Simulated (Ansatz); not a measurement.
MgCu2 (Fd-3m, No. 227), treated with LDA (Ansatz, a quantum-chemistry and plane-wave program, plane waves, PAW).

Run with plane-wave cutoff 520 eV, 14×14×14 k mesh, Fermi–Dirac smearing 0.05 eV, no spin polarisation, scalar-relativistic PAW data made under PBE.

Cell (relaxed at this level):

```
CELL_PARAMETERS angstrom
      0.00000     3.41937     3.41937
      3.41937     0.00000     3.41937
      3.41937     3.41937     0.00000
ATOMIC_POSITIONS crystal
  Mg 0.50000 0.50000 0.50000
  Mg 0.75000 0.75000 0.75000
  Cu 0.12500 0.62500 0.12500
  Cu 0.12500 0.12500 0.12500
  Cu 0.62500 0.12500 0.12500
  Cu 0.12500 0.12500 0.62500
```

Problem. Estimate the bulk modulus B0 that the calculation returns.

Solution. 
- bulk modulus B0 = 118 GPa

Note: the run has no spin polarisation, so it can have missed a magnetic state; the bulk modulus is −V dP/dV from two relaxed cells at ±2 % in volume; the volume lies 8 % below that of the published cell.

The computed numbers hold no vibrational or temperature effects.
